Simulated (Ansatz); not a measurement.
## Si well of 9 atomic layers along [001] in random Si0.7Ge0.3, interfaces one step of a layer

Prepared with Tersoff's 1989 multicomponent potential (SiCGe.tersoff) run with LAMMPS: minimisation. Geometry as solved with PBE, support functions at accuracy medium on the grid of 370 eV (Ansatz, a quantum-chemistry and plane-wave program).

```xyz
648
Lattice="16.67 0.00 0.00 0.00 16.67 0.00 0.00 0.00 49.63" Properties=species:S:1:pos:R:3 pbc="T T T"
Si    -0.03    -0.02    -0.06
Ge     1.35     1.40     1.35
Si     2.77     2.79    -0.06
Ge     4.14     4.22     1.35
Si     2.74     0.03     2.79
Ge     4.13     1.42     4.18
Si    -0.01     2.79     2.81
Si     1.40     4.15     4.16
Si    -0.03     0.04     5.61
Si     1.37     1.42     6.96
Si     2.74     2.81     5.59
Si     4.17     4.17     6.95
Si     2.76     0.06     8.34
Si     4.16     1.40     9.69
Si     0.01     2.81     8.33
Si     1.38     4.18     9.70
Ge     0.01     0.04    11.17
Si     1.38     1.45    12.57
Ge     2.79     2.80    11.12
Si     4.21     4.17    12.51
Ge     2.75     0.02    13.96
Si     4.20     1.37    15.33
Si    -0.03     2.79    13.93
Si     1.34     4.16    15.30
Si    -0.01    -0.02    16.69
Si     1.36     1.36    18.07
Ge     2.77     2.78    16.69
Si     4.19     4.20    18.07
Si     2.78    -0.01    19.40
Si     4.16     1.39    20.76
Si    -0.01     2.77    19.41
Si     1.39     4.16    20.76
Si     0.00     0.00    22.12
Si     1.39     1.39    23.48
Si     2.78     2.77    22.12
Si     4.16     4.17    23.47
Si     2.78     0.00    24.83
Si     4.17     1.39    26.18
Si     0.00     2.78    24.83
Si     1.39     4.17    26.18
Si     0.00     0.00    27.54
Si     1.40     1.39    28.89
Si     2.78     2.78    27.54
Si     4.17     4.17    28.91
Si     2.80     0.02    30.24
Si     4.19     1.39    31.61
Si     0.00     2.78    30.25
Si     1.36     4.19    31.60
Si    -0.04    -0.01    33.01
Ge     1.35     1.37    34.44
Ge     2.78     2.80    32.99
Si     4.16     4.21    34.38
Si     2.77    -0.01    35.84
Si     4.14     1.38    37.18
Si    -0.02     2.81    35.83
Si     1.40     4.19    37.15
Si     0.01     0.01    38.53
Si     1.40     1.39    39.88
Si     2.76     2.80    38.53
Si     4.09     4.18    39.93
Ge     2.75     0.00    41.32
Si     4.13     1.39    42.75
Ge     0.03     2.77    41.32
Si     1.41     4.19    42.72
Si     0.01    -0.01    44.08
Si     1.40     1.38    45.44
Si     2.77     2.79    44.10
Si     4.15     4.18    45.45
Si     2.76     0.00    46.83
Si     4.12     1.43    48.18
Ge    -0.01     2.78    46.85
Si     1.42     4.18    48.23
Ge     0.03     5.54     0.04
Si     1.42     6.97     1.43
Si     2.76     8.35     0.03
Si     4.20     9.68     1.37
Si     2.77     5.58     2.81
Si     4.19     6.94     4.16
Si     0.03     8.31     2.79
Si     1.40     9.68     4.16
Ge    -0.03     5.52     5.53
Ge     1.45     6.93     6.93
Si     2.82     8.33     5.50
Ge     4.18     9.72     6.95
Si     2.80     5.52     8.35
Ge     4.18     6.96     9.75
Ge     0.04     8.33     8.39
Si     1.40     9.76     9.79
Si     0.01     5.49    11.13
Ge     1.38     6.95    12.48
Si     2.79     8.39    11.14
Si     4.16     9.68    12.58
Ge     2.80     5.53    13.93
Si     4.21     6.92    15.31
Ge    -0.03     8.38    13.93
Si     1.40     9.77    15.31
Si    -0.01     5.55    16.67
Si     1.37     6.92    18.06
Ge     2.79     8.34    16.68
Si     4.19     9.76    18.08
Si     2.78     5.56    19.41
Si     4.16     6.96    20.76
Si     0.00     8.32    19.41
Si     1.39     9.72    20.76
Si     0.01     5.55    22.12
Si     1.39     6.94    23.47
Si     2.78     8.34    22.12
Si     4.17     9.73    23.48
Si     2.78     5.56    24.83
Si     4.17     6.95    26.18
Si     0.00     8.33    24.82
Si     1.39     9.72    26.18
Si     0.00     5.56    27.54
Si     1.39     6.95    28.89
Si     2.78     8.34    27.53
Si     4.16     9.72    28.90
Si     2.77     5.57    30.25
Si     4.15     6.95    31.62
Si     0.03     8.36    30.25
Si     1.40     9.72    31.64
Si     0.04     5.54    33.03
Si     1.42     6.93    34.36
Si     2.79     8.33    33.01
Si     4.15     9.72    34.38
Si     2.78     5.57    35.77
Si     4.12     6.99    37.15
Ge     0.01     8.34    35.75
Si     1.44     9.72    37.15
Si     0.04     5.60    38.51
Si     1.39     6.96    39.94
Si     2.77     8.34    38.56
Si     4.16     9.72    39.92
Si     2.76     5.57    41.32
Si     4.16     6.94    42.67
Si     0.03     8.33    41.33
Si     1.42     9.74    42.68
Si    -0.01     5.55    44.07
Ge     1.40     6.95    45.46
Si     2.81     8.35    44.03
Si     4.19     9.71    45.42
Si     2.79     5.53    46.85
Ge     4.17     6.98    48.22
Si     0.02     8.36    46.87
Si     1.37     9.70    48.27
Si     0.03    11.10    -0.01
Si     1.38    12.49     1.35
Si     2.72    13.90     0.00
Ge     4.11    15.28     1.41
Ge     2.80    11.09     2.76
Si     4.18    12.46     4.21
Ge    -0.05    13.88     2.74
Ge     1.35    15.31     4.19
Ge     0.02    11.13     5.54
Si     1.37    12.49     7.00
Ge     2.78    13.85     5.59
Ge     4.17    15.31     7.00
Si     2.73    11.10     8.35
Ge     4.14    12.46     9.75
Si    -0.03    13.87     8.34
Ge     1.40    15.28     9.72
Si    -0.02    11.12    11.12
Ge     1.39    12.50    12.54
Si     2.78    13.88    11.13
Ge     4.18    15.25    12.53
Si     2.81    11.10    13.94
Si     4.17    12.51    15.30
Si     0.01    13.91    13.95
Si     1.36    15.27    15.34
Si     0.03    11.10    16.71
Si     1.40    12.51    18.05
Si     2.78    13.89    16.67
Si     4.17    15.28    18.03
Si     2.78    11.12    19.43
Si     4.17    12.51    20.77
Si     0.00    13.89    19.40
Si     1.39    15.28    20.76
Si     0.00    11.11    22.12
Si     1.39    12.50    23.47
Si     2.78    13.89    22.12
Si     4.17    15.29    23.47
Si     2.77    11.12    24.82
Si     4.16    12.50    26.18
Si     0.00    13.89    24.82
Si     1.38    15.28    26.18
Si     0.00    11.11    27.53
Si     1.39    12.49    28.90
Si     2.77    13.89    27.54
Si     4.15    15.28    28.88
Si     2.78    11.11    30.27
Si     4.17    12.49    31.63
Si    -0.03    13.86    30.23
Ge     1.39    15.26    31.63
Si     0.00    11.11    33.00
Si     1.41    12.46    34.36
Si     2.78    13.84    33.00
Ge     4.16    15.27    34.40
Si     2.78    11.10    35.76
Si     4.15    12.47    37.15
Ge     0.02    13.90    35.74
Si     1.40    15.28    37.19
Ge     0.03    11.11    38.55
Si     1.42    12.52    39.95
Si     2.76    13.85    38.52
Ge     4.18    15.22    39.91
Si     2.80    11.12    41.31
Si     4.17    12.51    42.70
Si     0.02    13.90    41.31
Si     1.36    15.26    42.71
Si     0.04    11.14    44.04
Si     1.39    12.52    45.43
Si     2.77    13.89    44.06
Si     4.12    15.30    45.43
Ge     2.75    11.07    46.83
Ge     4.16    12.49    48.29
Si     0.04    13.92    46.82
Si     1.39    15.29    48.22
Ge     5.52     0.07    -0.01
Si     6.95     1.41     1.41
Ge     8.36     2.79     0.01
Si     9.72     4.21     1.42
Ge     8.32     0.01     2.83
Si     9.73     1.39     4.21
Ge     5.59     2.84     2.79
Si     6.96     4.25     4.20
Ge     5.60     0.01     5.57
Si     6.94     1.43     6.98
Ge     8.35     2.82     5.60
Si     9.75     4.20     7.01
Ge     8.36     0.02     8.35
Si     9.75     1.43     9.75
Si     5.53     2.78     8.32
Ge     6.95     4.17     9.75
Ge     5.59     0.02    11.09
Si     7.00     1.38    12.51
Si     8.37     2.76    11.15
Si     9.70     4.15    12.53
Si     8.31    -0.04    13.89
Ge     9.71     1.38    15.29
Ge     5.59     2.77    13.92
Si     6.97     4.19    15.32
Si     5.56    -0.01    16.68
Si     6.94     1.39    18.04
Si     8.31     2.80    16.69
Si     9.70     4.14    18.08
Si     8.33     0.01    19.41
Si     9.73     1.39    20.77
Si     5.56     2.78    19.41
Si     6.94     4.16    20.77
Si     5.55     0.00    22.12
Si     6.95     1.39    23.47
Si     8.34     2.78    22.12
Si     9.72     4.17    23.47
Si     8.33     0.00    24.82
Si     9.73     1.39    26.18
Si     5.55     2.78    24.82
Si     6.94     4.17    26.18
Si     5.56     0.00    27.54
Si     6.95     1.40    28.88
Si     8.33     2.78    27.52
Si     9.71     4.16    28.88
Si     8.35     0.02    30.23
Si     9.70     1.41    31.60
Si     5.57     2.78    30.26
Si     6.93     4.17    31.63
Si     5.55     0.04    33.00
Si     6.97     1.38    34.34
Si     8.34     2.79    32.99
Si     9.75     4.15    34.35
Si     8.33     0.00    35.71
Ge     9.74     1.41    37.08
Ge     5.54     2.77    35.75
Si     6.91     4.17    37.16
Si     5.52    -0.01    38.51
Ge     6.91     1.33    39.95
Ge     8.30     2.78    38.54
Ge     9.73     4.18    39.98
Si     8.31    -0.02    41.39
Si     9.72     1.38    42.70
Ge     5.48     2.80    41.33
Ge     6.95     4.23    42.72
Si     5.52    -0.02    44.07
Ge     6.94     1.39    45.45
Si     8.37     2.80    44.07
Si     9.70     4.20    45.43
Si     8.37     0.03    46.86
Si     9.73     1.39    48.23
Si     5.50     2.80    46.82
Ge     6.91     4.20    48.21
Si     5.57     5.62     0.01
Si     6.96     6.96     1.40
Si     8.28     8.33    -0.02
Ge     9.71     9.70     1.39
Si     8.34     5.59     2.78
Si     9.73     6.92     4.16
Si     5.56     8.32     2.78
Si     6.92     9.73     4.15
Si     5.55     5.57     5.58
Si     6.93     6.92     6.97
Ge     8.33     8.33     5.57
Si     9.73     9.74     6.99
Si     8.35     5.59     8.34
Si     9.70     6.98     9.73
Si     5.61     8.33     8.35
Si     6.99     9.70     9.73
Si     5.57     5.57    11.17
Si     6.95     6.94    12.52
Si     8.32     8.31    11.13
Si     9.72     9.67    12.49
Si     8.31     5.53    13.89
Ge     9.69     6.96    15.27
Si     5.54     8.28    13.91
Ge     6.90     9.71    15.32
Si     5.58     5.56    16.69
Si     6.95     6.95    18.07
Si     8.32     8.35    16.72
Si     9.73     9.73    18.06
Si     8.33     5.55    19.42
Si     9.73     6.95    20.77
Si     5.57     8.34    19.42
Si     6.95     9.73    20.77
Si     5.55     5.56    22.12
Si     6.95     6.95    23.47
Si     8.34     8.34    22.12
Si     9.73     9.73    23.48
Si     8.33     5.56    24.82
Si     9.72     6.94    26.18
Si     5.56     8.33    24.83
Si     6.95     9.72    26.18
Si     5.55     5.56    27.54
Si     6.94     6.95    28.90
Si     8.34     8.32    27.54
Si     9.75     9.70    28.87
Si     8.31     5.53    30.24
Ge     9.74     6.94    31.61
Si     5.54     8.33    30.26
Si     6.88     9.74    31.62
Si     5.52     5.55    32.97
Ge     6.88     6.95    34.40
Ge     8.31     8.40    33.01
Si     9.71     9.77    34.42
Ge     8.34     5.53    35.78
Si     9.69     6.97    37.17
Si     5.50     8.37    35.81
Si     6.92     9.72    37.17
Ge     5.53     5.58    38.55
Si     6.95     6.98    39.94
Si     8.31     8.34    38.55
Si     9.71     9.72    39.91
Si     8.34     5.64    41.33
Si     9.73     6.97    42.70
Si     5.52     8.32    41.29
Ge     6.93     9.71    42.68
Si     5.52     5.61    44.11
Si     6.94     6.97    45.46
Si     8.35     8.32    44.09
Si     9.72     9.69    45.48
Si     8.32     5.56    46.79
Ge     9.72     6.94    48.23
Si     5.57     8.37    46.81
Si     6.93     9.72    48.22
Si     5.58    11.06     0.02
Si     6.94    12.42     1.41
Ge     8.32    13.83     0.02
Ge     9.76    15.25     1.43
Si     8.33    11.11     2.82
Si     9.71    12.49     4.19
Ge     5.57    13.85     2.81
Si     6.98    15.24     4.22
Si     5.59    11.12     5.55
Si     6.99    12.46     6.92
Si     8.36    13.87     5.58
Si     9.74    15.27     6.94
Si     8.33    11.11     8.35
Si     9.67    12.54     9.71
Ge     5.63    13.87     8.37
Si     7.01    15.27     9.77
Ge     5.58    11.06    11.18
Si     6.96    12.54    12.52
Si     8.35    13.90    11.15
Si     9.72    15.27    12.54
Ge     8.35    11.11    13.88
Ge     9.76    12.54    15.33
Si     5.58    13.86    13.94
Si     6.94    15.28    15.30
Si     5.52    11.15    16.71
Si     6.94    12.52    18.05
Si     8.31    13.93    16.70
Si     9.72    15.29    18.06
Si     8.33    11.12    19.40
Si     9.72    12.51    20.77
Si     5.55    13.90    19.41
Si     6.94    15.29    20.76
Si     5.56    11.12    22.12
Si     6.95    12.51    23.48
Si     8.33    13.90    22.12
Si     9.72    15.28    23.47
Si     8.34    11.12    24.83
Si     9.73    12.51    26.19
Si     5.55    13.90    24.83
Si     6.95    15.29    26.17
Si     5.55    11.11    27.53
Si     6.92    12.53    28.85
Si     8.33    13.91    27.53
Si     9.73    15.29    28.89
Ge     8.33    11.12    30.24
Si     9.75    12.53    31.61
Si     5.51    13.87    30.23
Ge     6.92    15.30    31.60
Si     5.53    11.10    33.01
Si     6.91    12.44    34.41
Ge     8.33    13.86    33.03
Si     9.72    15.29    34.40
Si     8.31    11.10    35.80
Si     9.69    12.46    37.18
Si     5.54    13.82    35.77
Ge     6.94    15.26    37.12
Si     5.54    11.10    38.54
Si     6.93    12.48    39.92
Si     8.31    13.84    38.54
Ge     9.67    15.28    39.93
Si     8.32    11.09    41.25
Ge     9.69    12.45    42.73
Si     5.58    13.85    41.33
Si     6.91    15.25    42.72
Si     5.53    11.13    44.07
Si     6.95    12.46    45.44
Si     8.28    13.87    44.09
Ge     9.73    15.28    45.45
Si     8.31    11.06    46.81
Ge     9.75    12.44    48.19
Ge     5.54    13.89    46.80
Ge     6.96    15.31    48.22
Ge    11.15     0.02    -0.01
Si    12.56     1.40     1.39
Si    13.94     2.76     0.03
Si    15.28     4.14     1.43
Si    13.93     0.03     2.76
Si    15.29     1.39     4.19
Ge    11.12     2.77     2.78
Ge    12.54     4.20     4.21
Si    11.08    -0.01     5.56
Ge    12.48     1.38     6.96
Si    13.93     2.76     5.57
Si    15.26     4.13     6.97
Si    13.88    -0.05     8.35
Ge    15.24     1.42     9.72
Si    11.11     2.81     8.38
Si    12.51     4.14     9.76
Ge    11.14     0.00    11.14
Si    12.52     1.41    12.55
Si    13.87     2.80    11.17
Si    15.28     4.16    12.52
Si    13.86     0.04    13.96
Si    15.30     1.38    15.31
Si    11.10     2.78    13.87
Ge    12.55     4.14    15.26
Si    11.12    -0.01    16.70
Si    12.51     1.38    18.05
Si    13.93     2.74    16.69
Si    15.28     4.16    18.04
Si    13.89     0.00    19.41
Si    15.28     1.39    20.77
Si    11.12     2.77    19.41
Si    12.50     4.17    20.77
Si    11.11     0.00    22.12
Si    12.50     1.39    23.48
Si    13.89     2.78    22.12
Si    15.28     4.17    23.48
Si    13.90    -0.01    24.83
Si    15.28     1.38    26.19
Si    11.11     2.78    24.83
Si    12.50     4.16    26.18
Si    11.12     0.00    27.53
Si    12.50     1.38    28.90
Si    13.89     2.77    27.54
Si    15.29     4.16    28.88
Si    13.90    -0.01    30.25
Si    15.32     1.37    31.60
Si    11.09     2.76    30.23
Ge    12.49     4.18    31.60
Ge    11.12     0.00    33.00
Si    12.53     1.39    34.41
Ge    13.95     2.77    33.03
Si    15.33     4.20    34.43
Si    13.91     0.01    35.76
Si    15.28     1.38    37.16
Si    11.16     2.81    35.71
Si    12.54     4.16    37.10
Ge    11.16     0.01    38.54
Si    12.55     1.42    39.95
Si    13.87     2.76    38.50
Ge    15.30     4.18    39.86
Si    13.96     0.04    41.29
Si    15.30     1.37    42.72
Si    11.12     2.73    41.33
Ge    12.49     4.15    42.74
Si    11.13     0.05    44.08
Si    12.54     1.38    45.45
Si    13.93     2.75    44.10
Si    15.26     4.19    45.44
Si    13.93     0.02    46.82
Si    15.27     1.38    48.25
Ge    11.11     2.78    46.83
Ge    12.54     4.18    48.28
Si    11.11     5.57     0.05
Si    12.50     6.95     1.39
Si    13.85     8.33     0.00
Ge    15.29     9.72     1.40
Si    13.91     5.58     2.74
Si    15.29     6.94     4.11
Si    11.10     8.28     2.78
Ge    12.45     9.73     4.16
Si    11.06     5.55     5.57
Ge    12.46     6.91     7.00
Ge    13.89     8.30     5.55
Ge    15.27     9.74     6.99
Si    13.87     5.47     8.35
Ge    15.27     6.87     9.75
Si    11.08     8.36     8.37
Si    12.48     9.73     9.70
Ge    11.10     5.57    11.13
Si    12.49     6.94    12.57
Ge    13.85     8.35    11.15
Si    15.27     9.78    12.51
Si    13.93     5.58    13.89
Si    15.27     6.93    15.32
Si    11.10     8.33    13.87
Ge    12.51     9.72    15.29
Ge    11.12     5.55    16.71
Si    12.53     6.97    18.08
Si    13.91     8.31    16.70
Si    15.30     9.71    18.05
Si    13.90     5.55    19.42
Si    15.29     6.94    20.77
Si    11.12     8.34    19.42
Si    12.51     9.73    20.76
Si    11.12     5.56    22.12
Si    12.50     6.95    23.47
Si    13.89     8.33    22.12
Si    15.28     9.72    23.47
Si    13.89     5.56    24.83
Si    15.29     6.95    26.18
Si    11.12     8.34    24.83
Si    12.51     9.73    26.18
Si    11.11     5.56    27.53
Si    12.52     6.95    28.87
Si    13.91     8.34    27.53
Si    15.29     9.73    28.90
Si    13.91     5.56    30.21
Ge    15.30     6.95    31.64
Si    11.16     8.34    30.22
Si    12.53     9.70    31.61
Si    11.13     5.57    33.04
Si    12.53     6.93    34.39
Si    13.88     8.35    33.03
Si    15.26     9.75    34.37
Si    13.92     5.57    35.77
Si    15.28     6.94    37.16
Ge    11.13     8.34    35.78
Si    12.55     9.76    37.16
Ge    11.13     5.57    38.50
Ge    12.50     7.04    39.92
Si    13.94     8.38    38.51
Si    15.32     9.67    39.93
Ge    13.92     5.60    41.33
Si    15.33     6.97    42.72
Si    11.07     8.38    41.34
Si    12.48     9.69    42.74
Si    11.08     5.59    44.10
Si    12.49     6.95    45.46
Si    13.88     8.30    44.07
Ge    15.28     9.74    45.45
Si    13.88     5.56    46.80
Ge    15.26     6.96    48.23
Si    11.14     8.34    46.84
Si    12.51     9.70    48.23
Si    11.14    11.06    -0.03
Ge    12.51    12.49     1.38
Si    13.92    13.92     0.01
Si    15.26    15.33     1.35
Si    13.90    11.12     2.81
Si    15.24    12.51     4.18
Si    11.11    13.84     2.83
Ge    12.53    15.29     4.17
Si    11.06    11.12     5.58
Ge    12.49    12.52     6.97
Si    13.93    13.91     5.58
Si    15.29    15.28     6.97
Si    13.87    11.13     8.39
Si    15.27    12.50     9.74
Si    11.08    13.92     8.37
Si    12.51    15.26     9.72
Ge    11.07    11.11    11.09
Ge    12.50    12.54    12.53
Si    13.89    13.89    11.09
Ge    15.24    15.28    12.57
Si    13.91    11.12    13.89
Ge    15.28    12.50    15.33
Si    11.13    13.96    13.93
Si    12.50    15.31    15.32
Si    11.13    11.12    16.72
Si    12.50    12.51    18.06
Si    13.86    13.92    16.70
Si    15.26    15.28    18.05
Si    13.90    11.11    19.40
Si    15.29    12.50    20.76
Si    11.10    13.89    19.41
Si    12.50    15.28    20.76
Si    11.12    11.12    22.12
Si    12.50    12.51    23.47
Si    13.89    13.89    22.11
Si    15.28    15.28    23.47
Si    13.90    11.12    24.82
Si    15.28    12.50    26.18
Si    11.11    13.89    24.82
Si    12.50    15.28    26.18
Si    11.12    11.12    27.53
Si    12.51    12.49    28.90
Si    13.89    13.89    27.54
Si    15.28    15.28    28.89
Si    13.90    11.11    30.27
Si    15.29    12.50    31.64
Si    11.13    13.90    30.25
Si    12.53    15.26    31.61
Ge    11.14    11.12    33.01
Si    12.56    12.52    34.39
Si    13.91    13.89    33.00
Si    15.25    15.30    34.36
Si    13.91    11.13    35.76
Si    15.30    12.48    37.12
Ge    11.12    13.89    35.79
Si    12.55    15.30    37.14
Si    11.09    11.07    38.51
Ge    12.50    12.46    39.89
Ge    13.95    13.91    38.52
Si    15.34    15.32    39.94
Ge    13.92    11.06    41.34
Si    15.35    12.50    42.68
Ge    11.12    13.88    41.33
Ge    12.55    15.34    42.69
Si    11.12    11.06    44.12
Si    12.50    12.45    45.47
Ge    13.95    13.87    44.12
Si    15.34    15.31    45.49
Si    13.86    11.11    46.87
Ge    15.31    12.51    48.23
Si    11.14    13.85    46.80
Ge    12.55    15.25    48.18
```
